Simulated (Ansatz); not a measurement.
The starting structures come from a database of crystals and need not be the phases stable at ambient conditions.

 Where the default PAW files enter, the runs use the earlier of Ansatz's two default sets.

The decay constant κ of evanescent states in the gap governs leakage through a thin film.

Given:

```
Sr2WZnO6
1.0
    5.70709     0.00000     0.00000
    0.00000     5.70709     0.00000
    2.85355    -2.85355     4.03552
Sr Zn W O
2 1 1 6
Direct
  0.25000   0.25000   0.50000
  0.75000   0.75000   0.50000
  0.50000   0.50000   0.00000
  0.00000   0.00000   0.00000
  0.24103   0.75897   0.51794
  0.75897   0.24103   0.48206
  0.75897   0.75897   0.00000
  0.24103   0.24103   0.00000
  0.24103   0.75897   0.00000
  0.75897   0.24103   0.00000
```

Space group of this cell: Fm-3m. The cell is taken as given; by r2SCAN its mean pressure is -8.3 GPa.

Transport runs along the normal of the first two printed cell vectors, the (001) plane of the conventional cell.

The gap is the functional's own, uncorrected, and κ follows it; spin-orbit coupling is left out. Mid-gap values are interpolated between the computed energies.

Give the band gap and the smallest decay constant κ at mid-gap that r2SCAN (Ansatz, a program for electronic structure) yields.

Gap 3.20 eV on a 8×8×8 mesh; κ = 0.338 1/Å, at (0.500, 0.000) of the in-plane reciprocal vectors. At the zone centre, at the nearest computed energy, the slowest state has κ = 0.47 1/Å.
